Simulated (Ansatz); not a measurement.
Consider the following.

```
BP
1.0
    0.00000     2.26010     2.22326
    2.26010     0.00000     2.22326
    2.26010     2.26010     0.00000
P B
1 1
Direct
  0.75000   0.75000   0.75000
  0.00000   0.00000   0.00000
```

No spin polarisation.

All numbers come from Kohn–Sham DFT with the PBEsol functional, run in Ansatz (an electronic-structure program) with PAW and 420 eV plane waves, spin-orbit coupling left out. Γ-centred 13×13×13 mesh, Fermi–Dirac width 0.05 eV.

**Question.** Predict the band gap, pressure and electron mass.

**Answer.** The band gap comes out as 0.84 eV and the pressure (mean of the normal stresses, compression positive) is 28.6 kbar. The electron mass is 1.2 mₑ along k, 0.22 mₑ across (off the special points).

The cells carry an imposed strain or load. Masses are band curvatures over ±0.01 Å⁻¹ around the edge. Along k means along the line from Γ to the band edge. Whether these cells are dynamically stable was not tested. The cell was made from BP in the zinc blende structure (space group F-43m, No. 216) by this change: uniaxial strain ε_zz = −1.63 %.
